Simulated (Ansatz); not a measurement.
For SrZrO₃ (P4mm, No. 99, 5 atoms in the cell; start mp-1068742; a measured phase of this formula has another space group), LDA (plane waves, PAW; Ansatz, an electronic-structure program) gives:

```
Property                              Result
------------------------------  ------------
equilibrium lattice constant a       4.073 Å
lattice parameter c                  4.164 Å
bulk modulus B0                      155 GPa
cohesive energy                 7.75 eV/atom
band gap                             3.37 eV
```

What does PBEsol in Ansatz (plane waves, PAW) give for the same quantities?


- lattice constant a: 4.111 Å (goes up by 0.9 %)
- lattice parameter c: 4.192 Å (increases by 0.7 %)
- bulk modulus: 144 GPa (drops by 7.1 %)
- cohesive energy: 7.08 eV/atom (drops by 0.67 eV/atom)
- band gap: 3.35 eV (stays essentially unchanged)

Changes are worked out from the printed values.

Unless a cell is named, each level is at its own relaxed cell (LDA 13.82, PBEsol 14.17 Å³/atom).

Spin–orbit coupling is included only where a level's name says +SOC; with heavier elements it mostly lowers gaps and can invert bands. Density-functional gaps are differences of (generalised) Kohn–Sham levels.

Caveats: the bulk modulus is −V dP/dV from two relaxed cells at ±2 % in volume (LDA, PBEsol); the relaxation could not lower the start's symmetry, so the cell can be a saddle point above a distorted one (LDA, PBEsol). Ansatz's density-functional and Hartree–Fock values are scalar-relativistic unless marked +SOC, with PAW data made under PBE.

A start named mp-… is a Materials Project structure, which need not be a measured phase.
